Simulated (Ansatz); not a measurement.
Base system: Mg2Sn (space group Fm-3m, No. 225; a = 6.747 Å; relaxed with 0.1 eV smearing). Axes: x, y, z lie along the cube axes.

Calculations: Ansatz (a program for electronic structure), PBEsol, PAW, cutoff 420 eV, scalar-relativistic without spin-orbit coupling.

The change: the cell is stretched by 2.00 % along z with no lateral relaxation, atoms relaxed at fixed cell.

**Question.** Predict the stress tensor and what it implies for the stiffness.

**Answer.** Stress of the strained cell less that of the base (GPa, compression positive):
```
   -0.5     0.0     0.0
    0.0    -0.5     0.0
    0.0     0.0    -1.4
```

Then −Δσ_ii/ε with ε = 0.0200 gives secant stiffness values (nonlinear terms included at this strain): C33 ≈ 72 GPa, C13 ≈ 25 GPa and C23 ≈ 25 GPa.

No phonon test of stability was made.
